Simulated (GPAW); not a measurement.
One base run on Na2NiO2 (Immm, 5 atoms in the cell) and variants with one or two settings moved

```cif
data_Na2NiO2
_chemical_formula_sum 'Na2 Ni1 O2'
_space_group_name_H-M_alt 'P 1'
_space_group_IT_number 1
_cell_length_a 5.52342
_cell_length_b 5.52342
_cell_length_c 5.52342
_cell_angle_alpha 149.887
_cell_angle_beta 131.342
_cell_angle_gamma 58.292
loop_
_space_group_symop_operation_xyz
  'x, y, z'
loop_
_atom_site_label
_atom_site_type_symbol
_atom_site_fract_x
_atom_site_fract_y
_atom_site_fract_z
_atom_site_occupancy
Na1 Na 0.32114 0.32114 0.00000 1
Na2 Na 0.67886 0.67886 0.00000 1
Ni1 Ni 0.00000 0.00000 0.00000 1
O1 O 0.13078 0.63078 0.50000 1
O2 O 0.86922 0.36922 0.50000 1
```

Base run A: GPAW 25.7.0 with PBEsol, GPAW PAW datasets PBEsol (made by gpaw-setup), self-consistent single point.

Its settings: mode = pw; ecut = 900 eV; xc = PBEsol; kpts = 6 6 6; mesh shift (steps) = 0 0 0; occupations.name = methfessel-paxton; occupations.width = 0.01 eV; occupations.order = 0; nbands = -4; convergence.density = 1e-05 e/electron; convergence.energy = 1e-05 eV/electron; convergence.bands = -2; symmetry.symmorphic = false; symmetry.tolerance = 0.0005; maxiter = 100.

The starting cell comes from a database of computed structures (which also holds hypothetical and non-ambient phases and stackings), without a prior relaxation at this level.

ΔF is the free energy per atom less that of run A. A dash stands where there is no value to compare (another energy zero or no entropy term, no result, no spin, no clean gap, or a mesh too coarse for one). Absolute energies have different zeros for different potentials, functionals, Hubbard and dispersion terms and are not compared across them.

Run A gave: largest force (eV/Å) 0.415; k-points 46.

Runs:
- B: xc: PBEsol → vdW-DF-cx (libvdwxc); potentials: GPAW PAW datasets PBE (gpaw-data 1.0.1) [vdW-DF-cx]
- C: occupations.width: 0.01 eV → 0.5 eV
- D: nbands: -4 → -8; convergence.bands: -2 → -6
- E: kpts: 6 6 6 → 5 5 5
- F: lattice scaled by 0.985; ecut: 900 eV → 540 eV
- G: eigensolver: default → {name: davidson, niter: 1}
- H: h: default → 0.15 Å
- I: xc: PBEsol → optB88-vdW (libvdwxc); potentials: GPAW PAW datasets PBE (gpaw-data 1.0.1) [optB88-vdW]
- J: convergence.density: 1e-05 e/electron → default; convergence.energy: 1e-05 eV/electron → default; convergence.forces: default → 1e-05 eV/Å

Q: What does run C change against A?

A: The free energy goes down by 5.8 meV/atom and the largest force goes from 0.415 to 0.360 eV/Å.

Q: What does run B change against A?

A: The largest force goes from 0.415 to 0.187 eV/Å and the gap on the mesh goes from 0.580 to 0.688 eV.

Q: What does run F change against A?

A: The free energy goes up by 91.2 meV/atom, the largest force goes from 0.415 to 0.169 eV/Å and the gap on the mesh goes from 0.580 to 0.684 eV.

```tsv
run	ΔF (meV/atom)	largest force (eV/Å)	k-points
A	0.00	0.415	46
B	–	0.187	46
C	-5.8	0.360	46
D	0.00	0.415	46
E	0.41	0.416	27
F	91.2	0.169	46
G	0.00	0.415	46
H	-0.03	0.415	46
I	–	0.108	46
J	0.00	0.415	46
```
